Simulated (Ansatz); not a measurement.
Consider a 16-atom cell of (Ag,Cu)I started in the wurtzite structure, site fractions Ag 0.750, Cu 0.250, short-range order -0.11 among the nearest mixed sites of the first mixed sublattice (0 is random, a negative value favours unlike neighbours), space group Pm at the end. Its start:

```xyz
16
Lattice="-4.5831 -0.0016 -7.4837 4.5831 -0.0016 -7.4837 4.5831 -7.9598 -0.0017" Properties=species:S:1:pos:R:3 pbc="T T T"
Ag     0.0000    -2.7115   -11.2758
Ag     0.0000    -2.7098    -3.7922
Cu     2.2916    -6.5850   -11.2391
Cu     2.2916    -6.5834    -3.7554
Ag    -2.2916    -1.2589    -7.4296
Ag     2.2916    -1.2589    -7.4296
Ag     0.0000    -5.3726    -7.3890
Ag     4.5831    -5.3726    -7.3890
I      0.0000    -2.6860    -8.4124
I      4.5831    -2.6860    -8.4124
I      2.2916    -6.6041    -8.5919
I      6.8747    -6.6041    -8.5919
I      2.2916    -1.1517    -4.5861
I      2.2916    -1.1533   -12.0698
I      4.5831    -5.4832    -4.5446
I      4.5831    -5.4848   -12.0283
```

All values below come from r2SCAN (plane waves to 500 eV, PAW; Ansatz, a quantum-chemistry and plane-wave program). No spin–orbit coupling; with elements this heavy it can move edges by tenths of an eV. Its k-point mesh 5×5×4, Fermi–Dirac width 0.01 eV.

Question: Predict the alloy's volume and bond lengths.

Answer: 
| Quantity | Result |
|---|---|
| volume per atom | 33.24 Å³ |
| Ag–I bonds (within 1.22 times the sum of covalent radii) | 2.841 Å on average, from 2.827 to 2.858 (24) |
| Cu–I bonds (within 1.22 times the sum of covalent radii) | 2.637 Å on average, from 2.619 to 2.650 (8) |
